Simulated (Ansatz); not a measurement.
**Zr3N4: pressure series**

The parent structure is Zr3N4 (space group Fd-3m, No. 227; a = 9.083 Å; a cell from a computed database, its experimental status unchecked).

Cell and atoms are relaxed at each pressure.

Level of theory: PBEsol/PAW in Ansatz (a quantum-chemistry and plane-wave program), no SOC.

```
P (GPa)  V (Å³/atom)
-------  -----------
-1.99         13.507
-0.99         13.443
0.30          13.364
0.69          13.339
1.49          13.292
3.00          13.203
5.00          13.090
7.50          12.955
10.00         12.827
```

Question: Fit a third-order Birch–Murnaghan equation of state.

Answer: Least squares on P(V) = (3B₀/2)[(V₀/V)^(7/3) − (V₀/V)^(5/3)]·[1 + (3/4)(B₀′ − 4)((V₀/V)^(2/3) − 1)] gives V₀ = 13.38 Å³/atom, B₀ = 217 GPa and B₀′ = 4.0.

Between the base and pressure 10 GPa the gap moves from 0.50 eV to 0.42 eV, a mean slope of -7.8 meV/GPa.

Load acts through the strain it causes; cell and atoms are relaxed under it. Whether these cells are dynamically stable was not tested. Competing high-pressure phases were not computed.
